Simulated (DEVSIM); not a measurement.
Structure: Si n-p junction from an implanted or diffused profile, at 300 K.

```
layer (left to right)  material  thickness (μm)  Na (cm⁻³)  τn (s)  τp (s)
---------------------  --------  --------------  ---------  ------  ------
1                            Si            4.20     5.2e15  6.4e-6  6.4e-6
```

Added donor profile: 8.5e18 cm⁻³ × exp(−(x − 0.075 μm)²/(2·(0.027 μm)²)). Left contact: ohmic. Right contact: ohmic. Voltage is applied to the left contact. Recombination: SRH at mid-gap, radiative. Mobility is constant in doping.

Constants are typed, rounded textbook-type inputs, not results; the design itself was drawn at random and stands for no fabricated device. Values at 300 K.

```
parameter           Si
-------------  -------
gap (eV)         1.124
affinity (eV)     4.05
permittivity      11.7
Nc (cm⁻³)      2.86e19
Nv (cm⁻³)       3.1e19
μn (cm²/Vs)       1417
μp (cm²/Vs)        470
B (cm³/s)      4.7e-15
```

DEVSIM, 1D drift-diffusion, Boltzmann statistics, complete ionisation; no tunnelling, impact ionisation, image-force lowering or self-heating.

### Question
Tabulate band edges, carrier densities and field at 10.0 V on the left contact.

### Answer
Energies count from the Fermi level of the right contact; mesh points crowd at the junctions.

| x (μm) | Ec (eV) | Ev (eV) | n (cm⁻³) | p (cm⁻³) | field (V/cm) |
|---|---|---|---|---|---|
| 0.000 | -9.868 | -10.992 | 1.7e17 | 670 | -25000 |
| 0.01709 | -9.908 | -11.032 | 8.2e17 | 140 | -21000 |
| 0.03542 | -9.941 | -11.065 | 2.9e18 | < 1e2 | -14000 |
| 0.05294 | -9.960 | -11.084 | 6.1e18 | < 1e2 | -7900 |
| 0.07697 | -9.969 | -11.092 | 8.4e18 | < 1e2 | 700 |
| 0.09499 | -9.961 | -11.085 | 6.4e18 | < 1e2 | 7100 |
| 0.1143 | -9.941 | -11.065 | 2.9e18 | < 1e2 | 14000 |
| 0.1382 | -9.876 | -11.000 | 2.4e17 | < 1e2 | 59000 |
| 0.1560 | -9.707 | -10.831 | 3.5e14 | < 1e2 | 120000 |
| 0.1744 | -9.478 | -10.602 | 4.8e10 | < 1e2 | 130000 |
| 0.1938 | -9.229 | -10.353 | 3200000 | < 1e2 | 130000 |
| 0.2306 | -8.765 | -9.889 | 630 | < 1e2 | 120000 |
| 0.2961 | -7.967 | -9.091 | 630 | 190 | 120000 |
| 0.4357 | -6.380 | -7.504 | 610 | 440 | 110000 |
| 0.9056 | -2.192 | -3.316 | 550 | 1900 | 70000 |
| 1.807 | 0.890 | -0.234 | 620 | 3.6e15 | 1800 |
| 2.967 | 0.899 | -0.225 | 11000 | 5.2e15 | ≈ 0 |
| 3.591 | 0.899 | -0.225 | 17000 | 5.2e15 | ≈ 0 |
| 3.974 | 0.899 | -0.225 | 20000 | 5.2e15 | ≈ 0 |
| 4.103 | 0.899 | -0.225 | 21000 | 5.2e15 | ≈ 0 |
| 4.163 | 0.899 | -0.225 | 22000 | 5.2e15 | ≈ 0 |
| 4.200 | 0.899 | -0.225 | 22000 | 5.2e15 | ≈ 0 |
